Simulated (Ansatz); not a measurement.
# LuBeNO (model structure, started from the LaZnOP type, P4/nmm, No. 129, 8 atoms in the cell): properties by level of theory

```tsv
level (code)	lattice constant a (Å)	lattice parameter c (Å)	bulk modulus (GPa)	cohesive energy (eV/atom)	band gap (eV)
LDA (Ansatz)	___	6.927	___	___	3.66
PBE (Ansatz)	___	___	125	5.84	3.24
PBEsol (Ansatz)	___	7.012	___	6.26	3.49
r²SCAN (Ansatz)	3.440	___	137	5.95	3.99
```

Problem. Complete the blanks.

Solution. 
- LDA (Ansatz, a quantum-chemistry and plane-wave program), lattice constant a (Å): 3.398
- LDA (Ansatz), bulk modulus (GPa): 146
- LDA (Ansatz), cohesive energy (eV/atom): 6.84
- PBE (Ansatz), lattice constant a (Å): 3.476
- PBE (Ansatz), lattice parameter c (Å): 7.119
- PBEsol (Ansatz), lattice constant a (Å): 3.436
- PBEsol (Ansatz), bulk modulus (GPa): 135
- r²SCAN (Ansatz), lattice parameter c (Å): 7.102

Computed values are for a static lattice. Spin–orbit coupling is included only where a level's name says +SOC; with heavier elements it mostly lowers gaps and can invert bands.  Each level is taken at its own relaxed cell. Cutoffs differ between the levels. Ansatz's density-functional and Hartree–Fock values are scalar-relativistic unless marked +SOC, with PAW data made under PBE.

Caveats: the bulk modulus is −V dP/dV from two relaxed cells at ±2 % in volume (LDA, PBE, PBEsol, r²SCAN). Ansatz's density-functional and Hartree–Fock values are scalar-relativistic unless marked +SOC, with PAW data made under PBE.

Free atoms are spin-polarised, in the lowest state found; at levels without +SOC their spin–orbit coupling is left out.

A model structure was made by putting elements into a prototype or built by hand; it is no filed structure, need not be a known phase, and can be a saddle point held by its symmetry.
